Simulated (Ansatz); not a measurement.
Start from Rh in the fcc (Cu type) structure (space group Fm-3m, No. 225; a = 3.7551 Å; relaxed with 0.1 eV smearing). Axes: x, y, z lie along the cube axes.

Level of theory: LDA (Ansatz, a first-principles code), scalar-relativistic without spin-orbit coupling.

Base values:

```
Property    Value
--------  -------
Pressure  0.0 GPa
```

Modification: compressive biaxial strain of 0.50 % in the plane normal to [001], as in epitaxy on a mismatched substrate; the out-of-plane cell vector and the atoms relax.

Estimate the effect on the out-of-plane strain and pressure.

The out-of-plane strain comes out as +0.45 %; the pressure (mean of the normal stresses, compression positive) goes from zero to 1.8 GPa.

No phonon test of stability was made. All final runs are without spin polarisation.
